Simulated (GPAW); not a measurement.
Pressure against volume in fcc Sr (space group 225) (GPAW, PBEsol)

```
Sr
1.0
    0.00000     2.88708     2.88708
    2.88708     0.00000     2.88708
    2.88708     2.88708     0.00000
Sr
1
Cartesian
  0.00000   0.00000   0.00000
```

Level of theory: PBEsol, GPAW PAW datasets PBEsol (made by gpaw-setup) (plane waves; GPAW). Settings: mode = pw; ecut = 585 eV; xc = PBEsol; kpts = 26 26 26; mesh shift (steps) = 0 0 0; occupations.name = fermi-dirac; occupations.width = 0.05 eV; nbands = -9; convergence.density = 1e-06 e/electron; convergence.energy = 1e-06 eV/electron; symmetry.symmorphic = false; symmetry.tolerance = 0.0005; maxiter = 100. The cell above is the first row's. The rows scale it uniformly. In all rows the k mesh is held.

```csv
V (Å^3/atom),P (GPa)
48.1290,1.16
49.1752,0.82
50.2215,0.51
51.2678,0.22
52.3141,-0.03
53.3604,-0.27
54.4067,-0.48
55.4530,-0.68
56.4992,?
```

Q: Using a cubic, estimate the missing P at V = 56.4992 from the other rows, showing the fit.

A: With u = V - 51.8, the rows have u = -3.6710, -2.6248, -1.5785, -0.5322, 0.5141, 1.5604, 2.6067, 3.6530. Least squares gives P = 0.091 - 0.2460·u + 0.01103·u² - 0.000375·u³. Residuals (row less fit): -0.001, 0.001, 0.002, -0.005, 0.003, -0.003, 0.002, -0.001; standard error 0.004 (degrees of freedom: 4). The fitted pressure is zero at V0 = 52.18, where dP/dV = -0.2379, so B0 = -V0·dP/dV = 12.4 GPa. At the withheld row, u = 4.6992, so P = 0.091 - 0.2460 × 4.6992 + 0.01103 × 4.6992² - 0.000375 × 4.6992³ = -0.860 GPa. The calculation gives -0.86 GPa, which the fit meets to the printed digits. The row lies outside the fitted rows, so this is an extrapolation. From the scatter of the fitted rows alone, a prediction at this place has a standard error of 0.009 GPa, so the miss is 0.0 times that.

Carrying the step between the two nearest rows on in a straight line would have given -0.88, off by 0.02; series whose last step already gives the withheld value aren't shown. The reference cell has the volume at which an earlier scan in this program and functional put its minimum by a fit. Cutoffs and mesh are single choices, not tested for convergence of this quantity. Series with a scatter that would blur these digits, or in which a gap closes, are not shown.
